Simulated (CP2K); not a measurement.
CP2K run on MnO2 (P4_2/mnm, 6 atoms in the cell): self-consistent single point.

Computed with PBE, GPW, DZVP-MOLOPT-SR-GTH basis, GTH-PBE potentials (GTH_POTENTIALS) (CP2K).

```
CELL_PARAMETERS angstrom
      4.33620     0.00000     0.00000
      0.00000     4.33620     0.00000
      0.00000     0.00000     2.82838
ATOMIC_POSITIONS crystal
  Mn 0.00000 0.00000 0.00000
  Mn 0.50000 0.50000 0.50000
  O  0.30500 0.30500 0.00000
  O  0.80500 0.19500 0.50000
  O  0.19500 0.80500 0.50000
  O  0.69500 0.69500 0.00000
```
Moments meant for the start (each program seeds them in its own way; μB, in the order of the atoms Mn Mn O O O O): 3.0 -3.0 0.0 0.0 0.0 0.0.

Reference input (self-consistent single point, DFT PBE, GPW, DZVP-MOLOPT-SR-GTH basis, GTH-PBE potentials (GTH_POTENTIALS)): UKS = T; CUTOFF = 600 Ry; REL_CUTOFF = 40 Ry; SMEAR/METHOD = FERMI_DIRAC; ELECTRONIC_TEMPERATURE = 232.09 K; KPOINTS/SCHEME = MONKHORST-PACK 3 3 5; XC_FUNCTIONAL = PBE; Mn1/BASIS_SET = DZVP-MOLOPT-SR-GTH; Mn1/POTENTIAL = GTH-PBE-q15; Mn2/BASIS_SET = DZVP-MOLOPT-SR-GTH; Mn2/POTENTIAL = GTH-PBE-q15; O/BASIS_SET = DZVP-MOLOPT-SR-GTH. This run's input differs from it in these lines:

```diff
@@ -40,5 +40,2 @@
     &END SCF
-    &KPOINTS
-      SCHEME MONKHORST-PACK 3 3 5
-    &END KPOINTS
     &XC
```

Output (repeated stretches shortened):

```
 SCF WAVEFUNCTION OPTIMIZATION

  Step     Update method      Time    Convergence         Total energy    Change

 *** WARNING in fm/cp_fm_elpa.F:518 :: Setting real_kernel for ELPA failed ***

 *** WARNING in fm/cp_fm_elpa.F:518 :: Setting real_kernel for ELPA failed ***

     1 NoMix/Diag. 0.20E+00      -     0.91406072      -272.2745353649 -2.72E+02

 *** WARNING in fm/cp_fm_elpa.F:518 :: Setting real_kernel for ELPA failed ***

 *** WARNING in fm/cp_fm_elpa.F:518 :: Setting real_kernel for ELPA failed ***

     2 Broy./Diag. 0.20E+00      -     0.51842895      -248.1000223642  2.42E+01

   [... lines left out ...]

 *** WARNING in fm/cp_fm_elpa.F:518 :: Setting real_kernel for ELPA failed ***

    98 Broy./Diag. 0.20E+00      -     0.04323153      -270.6037430877  1.34E+00

 *** WARNING in fm/cp_fm_elpa.F:518 :: Setting real_kernel for ELPA failed ***

 *** WARNING in fm/cp_fm_elpa.F:518 :: Setting real_kernel for ELPA failed ***

    99 Broy./Diag. 0.20E+00      -     0.03752159      -270.7301087915 -1.26E-01

 *** WARNING in fm/cp_fm_elpa.F:518 :: Setting real_kernel for ELPA failed ***

 *** WARNING in fm/cp_fm_elpa.F:518 :: Setting real_kernel for ELPA failed ***

   100 Broy./Diag. 0.20E+00      -     0.11799385      -270.5887868913  1.41E-01
  Leaving inner SCF loop after reaching   100 steps.

  Overlap energy of the core charge distribution:               0.00000000000043
  Self energy of the core charge distribution:               -513.89292776324260
  Core Hamiltonian energy:                                    145.80035715500659
  Hartree energy:                                             134.93411947999047
   [... lines left out ...]
  Fermi energy:                                                 0.33192856411723
  Total energy:                                              -270.58878689128130
   [... lines left out ...]
 *  /   \                                                                      *
 * [ABORT]                                                                     *
 *  \___/     SCF run NOT converged. To continue the calculation regardless,   *
 *    |             please set the keyword IGNORE_CONVERGENCE_FAILURE.         *
 *  O/|                                                                        *
 * /| |                                                                        *
 * / \                                                            qs_scf.F:702 *
 *******************************************************************************

 ===== Routine Calling Stack =====

            4 scf_env_do_scf
            3 qs_energies
            2 qs_forces
            1 CP2K
Abort(1) on node 0 (rank 0 in comm 0): application called MPI_Abort(MPI_COMM_WORLD, 1) - process 0
```

The run ended unconverged after 100 iterations.  The full log also holds: “WARNING in fm/cp_fm_elpa.F:518 :: Setting real_kernel for ELPA failed”.

The starting cell has typed, rounded lattice constants, without a prior relaxation at this level. Its lattice was rescaled by a random factor within 2.5 % of one. Values carry the incompleteness of an atom-centred basis.

Cost on one core of a shared machine: roughly 2 min.
